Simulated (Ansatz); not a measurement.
NaMgF₃ (Pm-3m, No. 221, 5 atoms in the cell; start mp-560399) was calculated with PBEsol in Ansatz (PAW).

Settings: plane-wave cutoff 500 eV, 10×10×10 k mesh, Fermi–Dirac smearing 0.05 eV, scalar-relativistic PAW data made under PBE.

Cell (relaxed at this level):

```
CELL_PARAMETERS angstrom
      3.90714     0.00000     0.00000
      0.00000     3.90714     0.00000
      0.00000     0.00000     3.90714
ATOMIC_POSITIONS crystal
  Na 0.00000 0.00000 0.00000
  Mg 0.50000 0.50000 0.50000
  F  0.50000 0.50000 0.00000
  F  0.00000 0.50000 0.50000
  F  0.50000 0.00000 0.50000
```

Problem. Estimate the band gap that the calculation returns.

Solution. 
* **band gap**: 5.99 eV (on the SCF k mesh)

Note: the relaxation could not lower the start's symmetry, so the cell can be a saddle point above a distorted one.

Static lattice: no zero-point or thermal effects.

The result took about 40 core-seconds (a rough figure).

A start named mp-… is a Materials Project structure, which need not be a measured phase.

Ansatz is an electronic-structure program.
